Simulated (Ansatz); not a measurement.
## Response to strain in Mg2Sn

Consider Mg$_{2}$Sn (space group Fm-3m, No. 225; relaxed with 0.1 eV smearing).

```
CELL_PARAMETERS angstrom
      0.00000     3.33192     3.33192
      3.33192     0.00000     3.33192
      3.33192     3.33192     0.00000
ATOMIC_POSITIONS crystal
  Mg 0.25000 0.25000 0.25000
  Mg 0.75000 0.75000 0.75000
  Sn 0.00000 0.00000 0.00000
```

Cartesian axes are those of the cell as printed.

Strains are applied to the cell and any free atomic positions relax; under biaxial strain the out-of-plane vector relaxes too.

Level of theory: Kohn–Sham DFT with the LDA functional, run in Ansatz (a quantum-chemistry and plane-wave program) with PAW and 420 eV plane waves, no SOC.

Notes on the quantities. energy relative to the base: free energy F.

```tsv
biaxial strain, plane normal [001], relaxed out of plane (%)	energy relative to the base (meV/atom)
0	0.0
0.5	0.3
1	1.3
1.5	?
2	5.1
2.5	7.8
3	11.2
```

### Question
Fit ΔE = Aε² + Bε³ (ε in %) to the rows shown and predict the withheld row.

### Answer
Least squares on the printed values gives A = 1.31 and B = -0.024 meV/atom (largest residual 0.0 meV/atom); this predicts 2.9 meV/atom, and the run gives 2.9 meV/atom, in agreement.

No phonon test of stability was made.
